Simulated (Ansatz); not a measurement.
Input and output of a self-consistent single point for Bi2PdPt (P3m1, 4 atoms in the cell) (Ansatz, a program for electronic structure).

Method of the run: LDA (PW92), default PAW files made with PBE (plane waves; Ansatz).

```yaml
crystal:
  lattice:
    - [4.30734, 0.00000, 0.00000]
    - [-2.15367, 3.73027, 0.00000]
    - [0.00000, 0.00000, 5.59778]
  atoms:
    - { symbol: Bi, position: [0.33333, 0.66667, 0.25381] }
    - { symbol: Bi, position: [0.66667, 0.33333, 0.75512] }
    - { symbol: Pd, position: [0.00000, 0.00000, 0.50000] }
    - { symbol: Pt, position: [0.00000, 0.00000, 0.00000] }
```

Reference input (self-consistent single point, DFT, LDA (PW92), plane waves, default PAW files made with PBE): basis.ecutwfc = 420 eV; kpoints.mp_grid.grid = 9 9 6; hamiltonian.xc = lda; hamiltonian.pseudopotentials = {kind: paw} (the program's default PAW files); scf.occupations.method = fermi_dirac; scf.occupations.width = 0.1 eV. This run's input differs from it in these lines:

Ansatz 0.2 input:
```diff
@@ -13,3 +13,3 @@
 kpoints:
-  mp_grid: { grid: [9, 9, 6] }
+  mp_grid: { grid: [12, 12, 8] }
 hamiltonian:
@@ -18,3 +18,3 @@
 scf:
-  occupations: { method: fermi_dirac, width: 0.1 }
+  occupations: { method: fermi_dirac, width: 0.02 }
 output:
```

Output (repeated stretches shortened):

```
SCF iter   1: F=—  HF=-43262.481465 eV  |F-HF|=—  |Δ(HF+E_count)|=         —  Δρ=8.33e-3  dr2=6.24e-2  ethr=1.77e-3  ⟨swp⟩=6.8  Hψ=21378  notcnv=0  defer=2
all-band conjugate gradients solve this SCF's bands
preconditioner: auto → LDOS
SCF iter   2: F=—  HF=-43262.478745 eV  |F-HF|=—  |Δ(HF+E_count)|=   2.72e-3  Δρ=6.07e-3  dr2=3.19e-2  ethr=9.46e-5  ⟨swp⟩=2.2  Hψ=10640  notcnv=0  defer=258
SCF iter   3: F=—  HF=-43262.471141 eV  |F-HF|=—  |Δ(HF+E_count)|=   7.60e-3  Δρ=8.73e-4  dr2=5.72e-4  ethr=4.84e-5  ⟨swp⟩=2.0  Hψ=9309  notcnv=0  defer=258
SCF iter   4: F=—  HF=-43262.471023 eV  |F-HF|=—  |Δ(HF+E_count)|=   1.18e-4  Δρ=1.11e-4  dr2=1.34e-5  ethr=8.67e-7  ⟨swp⟩=2.1  Hψ=8621  notcnv=0  defer=258
SCF iter   5: F=—  HF=-43262.471024 eV  |F-HF|=—  |Δ(HF+E_count)|=   5.41e-7  Δρ=3.21e-5  dr2=9.40e-7  ethr=2.03e-8  ⟨swp⟩=2.0  Hψ=8203  notcnv=0  defer=258
SCF iter   6: F=-43262.471023 eV  HF=-43262.471023 eV  |F-HF|=1.90e-8  |Δ(HF+E_count)|=   1.70e-7  Δρ=7.94e-6  dr2=3.81e-8  ethr=1.52e-10  ⟨swp⟩=9.8  Hψ=26447  notcnv=0
SCF 1 converged in 6 iterations: F = -43262.471023 eV  dr2 = 3.81e-8
Free energy (F): -43262.471023 eV
Internal energy: -43262.468841 eV  (E = F + TS)
E sigma→0 (E₀):  -43262.469932 eV
Entropy (-TS):   -0.002182 eV (-0.546 meV/atom)
Fermi energy:    14.977183 eV
--- Forces (eV/Å), atoms counted from 1 ---
  atom   1  Bi     0.00000000    -0.00000000    -0.22931168
  atom   2  Bi     0.00000000     0.00000000     0.10842801
  atom   3  Pd     0.00000000    -0.00000000     0.04999432
  atom   4  Pt    -0.00000000     0.00000000     0.07089344
--- Stress (GPa, compression-positive) ---
       -3.215903      -0.000000       0.000000
       -0.000000      -3.215903      -0.000000
       -0.000000      -0.000000      -4.290966
  P = ⅓ Tr σ = -3.5743 GPa (-35.743 kbar)
  The stress holds the Pulay correction. Without it, at fixed plane waves, as pw.x and ABINIT print it: P = -3.6102 GPa
```

The run converged in 6 iterations. Against the reference run the free energy rises by 6.9 meV/atom, the pressure hardly changes (-3.48 to -3.57 GPa) and the largest force goes from 0.207 to 0.229 eV/Å.

The starting cell comes from a database of computed structures (which also holds hypothetical and non-ambient phases and stackings), without a prior relaxation at this level. Its lattice was rescaled by up to half a per cent. One atom was moved a little off its site on purpose. Spin-orbit coupling is off. Spin polarisation is off. With a pressure of about -4 GPa the cell is away from its equilibrium volume at this level. Ansatz's pressure includes its estimate of the finite-basis (Pulay) stress.

Cost on one core of a shared machine: roughly 40 s.
